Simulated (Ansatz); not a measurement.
LiNbO3 under a change: uniaxial strain ε_zz = −1.50 %

The parent structure is LiNbO₃ (space group R3c, No. 161).

```yaml
crystal:
  lattice:
    - [2.53373, 1.46285, 4.56243]
    - [-2.53373, 1.46285, 4.56243]
    - [0.00000, -2.92570, 4.56243]
  atoms:
    - { symbol: Li, position: [0.28114, 0.28114, 0.28114] }
    - { symbol: Li, position: [0.78114, 0.78114, 0.78114] }
    - { symbol: Nb, position: [0.99752, 0.99752, 0.99752] }
    - { symbol: Nb, position: [0.49752, 0.49752, 0.49752] }
    - { symbol: O, position: [0.10552, 0.36572, 0.71719] }
    - { symbol: O, position: [0.71719, 0.10552, 0.36572] }
    - { symbol: O, position: [0.36572, 0.71719, 0.10552] }
    - { symbol: O, position: [0.21719, 0.86572, 0.60552] }
    - { symbol: O, position: [0.86572, 0.60552, 0.21719] }
    - { symbol: O, position: [0.60552, 0.21719, 0.86572] }
```

Cartesian axes are those of the cell as printed.

Modification: uniaxial strain ε_zz = −1.50 %, all other strain components held at zero, atoms relaxed at fixed cell.

Level of theory: LDA (Ansatz, a first-principles code), no SOC. k-mesh 8×8×8 (Γ-centred); smearing 0.05 eV (Fermi–Dirac).

```tsv
quantity	base	changed	shift
volume per atom	10.15 Å³	9.99 Å³	-0.152 Å³
space group	R3c (No. 161)	R3c (No. 161)	–
energy relative to the base (free energy F)	0 meV/atom	+1.8 meV/atom	+1.8 meV/atom
band gap (an upper bound: an edge found on the path is not a true extremum; both cells)	3.50 eV	3.55 eV	+0.05 eV
largest internal atomic displacement	–	0.011 Å	–
stress (xx, yy, zz, yz, xz, xy; compression positive)	–	(1.26, 1.26, 3.91, 0.00, 0.00, 0.00) GPa	–
```

Final structure:

```
CELL_PARAMETERS angstrom
      2.53373     1.46285     4.49399
     -2.53373     1.46285     4.49399
      0.00000    -2.92570     4.49399
ATOMIC_POSITIONS crystal
  Li 0.28067 0.28067 0.28067
  Li 0.78067 0.78067 0.78067
  Nb 0.99775 0.99775 0.99775
  Nb 0.49775 0.49775 0.49775
  O  0.10413 0.36821 0.71636
  O  0.71636 0.10413 0.36821
  O  0.36821 0.71636 0.10413
  O  0.21636 0.86821 0.60413
  O  0.86821 0.60413 0.21636
  O  0.60413 0.21636 0.86821
```

Stability against distortions was not tested.
